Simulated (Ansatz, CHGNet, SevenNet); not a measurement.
# NiGe (Pnma, No. 62, 8 atoms in the cell; start mp-1099): properties by level of theory

```json
[
 {"level (code)": "CHGNet 0.3.0", "equilibrium volume per atom (Å³/atom)": "13.68", "formation enthalpy (eV/atom)": "-0.395"},
 {"level (code)": "SevenNet-0", "equilibrium volume per atom (Å³/atom)": "13.64", "formation enthalpy (eV/atom)": "-0.309"},
 {"level (code)": "PBEsol (Ansatz)", "equilibrium volume per atom (Å³/atom)": "13.11", "formation enthalpy (eV/atom)": "-0.371"}
]
```

Caveats: the relaxation could not lower the start's symmetry, so the cell can be a saddle point above a distorted one (CHGNet 0.3.0, SevenNet-0, PBEsol). Ansatz's density-functional and Hartree–Fock values are scalar-relativistic unless marked +SOC, with PAW data made under PBE.

The crystal itself was run without spin with PBEsol; a magnetic state was not tried in these runs.

A start named mp-… is a Materials Project structure, which need not be a measured phase.

Ansatz is a first-principles code.
